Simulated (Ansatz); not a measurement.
## HfN: energy against volume

HfN (rock salt, Fm-3m, 11.150 Å³/atom and stress up to 0.01 GPa in the relaxed cell, cube axes along x, y and z) under hydrostatic pressure, with the cell free. LDA in Ansatz, a plane-wave DFT program (PAW, default set), 420 eV, 18×18×18 Γ-centred mesh, Fermi-Dirac smearing 0.05 eV; ions are relaxed, or left where forces stay under 0.02 eV/Å, within the symmetry of each cell.

Here V stands for volume and E for E less E0.

```
volume (Å³/atom)  E less E0 (meV/atom)  pressure (GPa)
----------------  --------------------  --------------
11.2247                           0.50           -1.99
11.1868                           0.12           -0.99
11.1502                           0.00           -0.01
11.1176                           0.09            0.88
11.0737                           0.49            2.10
10.9898                           2.22            4.50
10.8408                           8.44            9.00
10.6575                          22.10           15.00
10.2581                              ?               ?
```

Fit E of the 8 rows that show it with the third-order Birch-Murnaghan form, a cubic in V^(-2/3). With u = V^(-2/3) - 0.2018, the rows have u = -0.0023273, -0.0018770, -0.0014398, -0.0010483, -0.0005181, 0.0005051, 0.0023546, 0.0046888. Least squares gives E = 1.205 + 1683.5·u + 591356·u² - 9969·u³. Residuals (row less fit): 0.010, -0.009, -0.007, 0.000, -0.002, 0.014, -0.007, 0.002; standard error 0.011 (degrees of freedom: 4). Its minimum lies at u = -0.0014234, so V0 = (0.2003766)^(-3/2) = 11.15. There d²E/du² = 1183000 and d³E/du³ = -59810, so B0 = (4/9) × 11.15^(-7/3) × 1183000 × 0.160218 = 303 GPa (the last factor turns the table's units into GPa), and B0' = 4 + (2/3) × 0.2003766 × (-59810)/1183000 = 4.0. B0' rests on the cubic coefficient alone and has a standard error of 0.3 from these residuals.

**Question.** What does the fit predict for E at V = 10.2581, and how far is the calculated value from it?

**Answer.** u = 0.0100144, so E = 1.205 + 1683.5 × 0.0100144 + 591356 × 0.0100144² - 9969 × 0.0100144³ = 77.360 meV/atom. The calculation gives 77.54 meV/atom, 0.180 meV/atom above the prediction (0.2 % of the range of E in the table). The row lies outside the fitted rows, so this is an extrapolation. From the scatter of the fitted rows alone, a prediction at this place has a standard error of 0.305 meV/atom, so the miss is 0.6 times that.

In a metal these values are sensitive to mesh and smearing; energies are taken to zero smearing, stresses follow the free energy. Other structures, which can take over under pressure, weren't tried. The same form fitted to the pressure column gives B0' = 4.3; series where the two differ by over 0.4 aren't shown. Rows are the converged runs of the series near zero and its far end, less any whose ions stayed unrelaxed beside relaxed ones; series whose fitted rows scatter by over a few per cent of the range, as at a crossing or softening among them, aren't shown in this form.
